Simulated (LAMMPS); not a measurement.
Simulation of a free-standing liquid film of Cu, 2352 atoms, at 1830 K.

Computed with classical MD, pair style eam, the elements' _u3.eam files (universal-3 set of Foiles, Baskes and Daw), run in LAMMPS.

```json
{
  "surface_tension": "0.71 ± 0.03 N/m",
  "excess_potential_energy_of_the_surface": "1.1 J/m²",
  "number_density_in_the_middle": "0.0712 Å⁻³",
  "cost": "around 5 core-minutes (rough)"
}
```

Potential: the _u3.eam files of the LAMMPS distribution; the Cu file's header cites Foiles et al, Phys Rev B, 33, 7983 (1986).

The ± values are statistical; the model's systematic error is not in them.

```tsv
z (Å)	number density (Å⁻³)
-26.75	0.0000
-25.75	0.0002
-24.75	0.0027
-23.75	0.0168
-22.75	0.0466
-21.75	0.0685
-20.75	0.0717
-19.75	0.0726
-18.75	0.0717
-17.75	0.0717
-16.75	0.0716
-15.75	0.0706
-14.75	0.0719
-13.75	0.0704
-12.75	0.0726
-11.75	0.0700
-10.75	0.0722
-9.750	0.0703
-8.750	0.0719
-7.750	0.0707
-6.750	0.0720
-5.750	0.0707
-4.750	0.0712
-3.750	0.0710
-2.750	0.0711
-1.750	0.0714
-0.7500	0.0709
0.2500	0.0712
1.250	0.0709
2.250	0.0706
3.250	0.0716
4.250	0.0711
5.250	0.0711
6.250	0.0715
7.250	0.0716
8.250	0.0703
9.250	0.0720
10.25	0.0707
11.25	0.0712
12.25	0.0707
13.25	0.0719
14.25	0.0704
15.25	0.0715
16.25	0.0711
17.25	0.0707
18.25	0.0714
19.25	0.0723
20.25	0.0720
21.25	0.0678
22.25	0.0486
23.25	0.0174
24.25	0.0027
25.25	0.0002
26.25	0.0000
```
